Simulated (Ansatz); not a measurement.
**NH3 on the 1x1 (0001) surface of hcp Ru, one in a 2x2 cell, started at the site 'top Ru'**

All values below come from r2SCAN, at the PBE geometry (plane waves to 500 eV, PAW; Ansatz, a program for electronic structure).

Set-up: 20 atoms, 6.3 Å thick at the start under the adsorbate (thin: gaps and levels are the slab's own); mesh 6x6x1; 0.1 eV smearing; dipole correction on; single point; on the structure that PBE left under its start's symmetry; no spin, no spin-orbit, no U, no dispersion correction. At the end it is bonded to Ru. In PBE it is, or lies within 0.03 eV of, the lowest of the starts that converged; the order may differ at this level.

The adsorption energy against NH3(g) at the same level is -0.88 eV and the work function of the top face is 2.57 eV. The change of the work function comes out as -2.43 eV and the change of the step from the bottom to the top vacuum level, against the clean slab is -2.43 eV. The height of the binding atom over the mean of the host atoms within 0.3 Å of the top one is 2.270 Å, the nearest host atoms of the binding atom comes out as Ru at 2.22 Å, Ru at 3.55 Å, Ru at 3.55 Å and the cost is very roughly 2.4 core-minutes.

A negative adsorption energy means that the adsorbate is more stable on the surface than in its reference.
